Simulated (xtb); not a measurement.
xtb 6.7.1, GFN2-xTB: MIBK (CC(=O)CC(C)C), 19 atoms. The geometry is a generated start, not checked to be a minimum at this level.

| Item | Result |
|---|---|
| run flags | --grad |
| method | GFN2-xTB |
| --acc | 1 (default) |
| --etemp (K) | 300 (default) |
| basis functions | 40 |
| valence electrons | 42 |

```xyz
19

C     -1.8491    -1.3309     0.4703
C     -0.8899    -0.1480     0.5750
C     -1.5359     1.1181     0.0187
C      0.4146    -0.4537    -0.1661
C      1.5367     0.5027     0.1745
C      2.7359     0.4020    -0.7407
O      1.5013     1.2622     1.1088
H     -1.4017    -2.2319     0.8865
H     -2.7685    -1.1238     1.0135
H     -2.1031    -1.5228    -0.5708
H     -0.6445     0.0231     1.6280
H     -1.7670     0.9977    -1.0392
H     -2.4604     1.3350     0.5479
H     -0.8672     1.9670     0.1357
H      0.2502    -0.4533    -1.2456
H      0.7654    -1.4550     0.1059
H      3.5007     1.1100    -0.4322
H      2.4420     0.6092    -1.7670
H      3.1408    -0.6075    -0.7033
```

One run each on 1 thread. Values of broydamp tried: 0.02, 0.05, 0.1, 0.2, 0.4 (default), 0.6, 0.8, 1.

Q: How does the count of SCC iterations change with broydamp, and where is it least?

A: Fewest SCC iterations, within one of each other: 0.4 (default) with 11, 0.6 with 10, 0.8 with 11, 1 with 11. The count rises to 18 at 0.02. All converge to one solution.

```
broydamp       SCC iterations            end
-------------  --------------  -------------
0.02                       18  same solution
0.05                       16  same solution
0.1                        14  same solution
0.2                        12  same solution
0.4 (default)              11  same solution
0.6                        10  same solution
0.8                        11  same solution
1                          11  same solution
```
